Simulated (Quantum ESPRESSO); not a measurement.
Worked example: self-consistent single point of CdO (Fm-3m, 2 atoms in the cell) in Quantum ESPRESSO.

Method: PBEsol, PseudoDojo standard norm-conserving (PBESOL) pseudopotentials (plane waves; Quantum ESPRESSO).

```xyz
2
Lattice="0.0000 2.3400 2.3400 2.3400 0.0000 2.3400 2.3400 2.3400 0.0000" Properties=species:S:1:pos:R:3 pbc="T T T"
Cd     0.0000     0.0000     0.0000
O      2.3400     2.3400     2.3400
```

Reference input (self-consistent single point, DFT, PBEsol, plane waves, PseudoDojo standard norm-conserving (PBESOL) pseudopotentials): ecutwfc = 105 Ry; occupations = smearing; smearing = marzari-vanderbilt; degauss = 0.0036749 Ry; potentials = {Cd: Cd.upf, O: O.upf}; K_POINTS = automatic 8 8 8 0 0 0; conv_thr = 1e-09 Ry; mixing_beta = 0.4. This run's input differs from it in these lines:

```diff
@@ -14,2 +14,3 @@
   ecutwfc = 105
+  ecutrho = 210
   occupations = 'smearing'
```

Output (repeated stretches shortened):

```
     Self-consistent Calculation

     iteration #  1     ecut=   105.00 Ry     beta= 0.40

     total energy              =    -383.24974146 Ry
     estimated scf accuracy    <       0.44787561 Ry

     iteration #  2     ecut=   105.00 Ry     beta= 0.40

     total energy              =    -383.36987608 Ry
     estimated scf accuracy    <       0.06794460 Ry

     iteration #  3     ecut=   105.00 Ry     beta= 0.40

     total energy              =    -383.37846738 Ry
     estimated scf accuracy    <       0.00491453 Ry

   [... 6 blocks of this kind left out ...]

     iteration # 10     ecut=   105.00 Ry     beta= 0.40

     total energy              =    -383.37899166 Ry
     estimated scf accuracy    <          1.7E-09 Ry

     iteration # 11     ecut=   105.00 Ry     beta= 0.40
     End of self-consistent calculation

     the Fermi energy is    12.9193 ev

!    total energy              =    -383.37899166 Ry
     estimated scf accuracy    <          1.4E-10 Ry
     smearing contrib. (-TS)   =       0.00004655 Ry
     internal energy E=F+TS    =    -383.37903822 Ry

     convergence has been achieved in  11 iterations

     Forces acting on atoms (cartesian axes, Ry/au):

     atom    1 type  1   force =     0.00000000    0.00000000    0.00000000
     atom    2 type  2   force =    -0.00000000   -0.00000000   -0.00000000

     Total force =     0.000000     Total SCF correction =     0.000000

          total   stress  (Ry/bohr**3)                   (kbar)     P=       13.14
   0.00008936   0.00000000   0.00000000           13.14        0.00        0.00
   0.00000000   0.00008936   0.00000000            0.00       13.14        0.00
   0.00000000   0.00000000   0.00008936            0.00        0.00       13.14

   JOB DONE.
```

The run converged in 11 iterations. Against the reference run the free energy drops by 2.0 meV/atom and the pressure goes from 1.04 to 1.31 GPa.

The starting cell comes from a database of computed structures (which also holds hypothetical and non-ambient phases and stackings), without a prior relaxation at this level. Its lattice was rescaled by a random factor within 2.5 % of one. The run gives no clean gap (levels at the Fermi energy touch, overlap or are partly filled at this smearing), which alone does not show that the compound is a metal.
